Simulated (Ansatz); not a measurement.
The starting structures come from a database of crystals and need not be the phases stable at ambient conditions.

Consider the following.

```xyz
4
Lattice="3.9936 0.0000 0.0000 -1.9968 3.4586 0.0000 0.0000 0.0000 6.5861" Properties=species:S:1:pos:R:3 pbc="T T T"
Ga     0.0000     2.3057     6.5860
Ga     1.9968     1.1529     3.2929
As     0.0000     2.3057     2.4633
As     1.9968     1.1529     5.7564
```

Space group of this cell: P6_3mc, wurtzite. The cell is taken as given.

The numbers are results of r2SCAN (plane waves, PAW; Ansatz, a program for electronic structure), not measurements.

The current runs along the normal of the first two printed vectors; no spin-orbit coupling. Scaled by the factor s: all lengths (ions clamped). Meshes 12×12×6 and 12×12 across the current in all rows.

```tsv
s	mean pressure (GPa)	band gap (eV)
0.98	5.0	?
1.00	0.0	0.97
1.02	-3.7	0.50
```

### Question
Take the slope of the band gap against ln s from the two given rows, extrapolate to s = 0.98, and say what the run there gives.

### Answer
Slope = (0.50 − 0.97) / ln 1.02 = -23.7 eV. The line gives 0.97 + (-23.7) × ln 0.98 = 1.45 eV. The run gives 1.24 eV, 0.21 eV under the line, 44 % of the predicted step.
